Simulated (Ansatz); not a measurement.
```
CdS
1.0
    4.16197     0.00000     0.00000
    0.00000     4.16197     0.00000
    2.08098     2.08098     2.94295
Cd S
1 1
Direct
  0.00000   0.00000   0.00000
  0.75000   0.25000   0.50000
```

Space group of this cell: F-43m, zinc blende. The cell is taken as given.

Calculation: r2SCAN (plane waves, PAW; Ansatz, a first-principles code).

The current runs along the normal of the first two printed vectors; no spin-orbit coupling. Scaled by the factor s: the length along the current (ions clamped). Meshes 10×10×10 and 8×8 across the current in all rows.

```tsv
s	mean pressure (GPa)	band gap (eV)
0.97	1.7	?
1.00	-0.2	1.53
1.03	-1.9	1.43
```

Task: Take the slope of the band gap against ln s from the two given rows, extrapolate to s = 0.97, and say what the run there gives.

Result: Slope = (1.43 − 1.53) / ln 1.03 = -3.38 eV. The line gives 1.53 + (-3.38) × ln 0.97 = 1.63 eV. The run gives 1.54 eV, 0.09 eV under the line, 90 % of the predicted step.
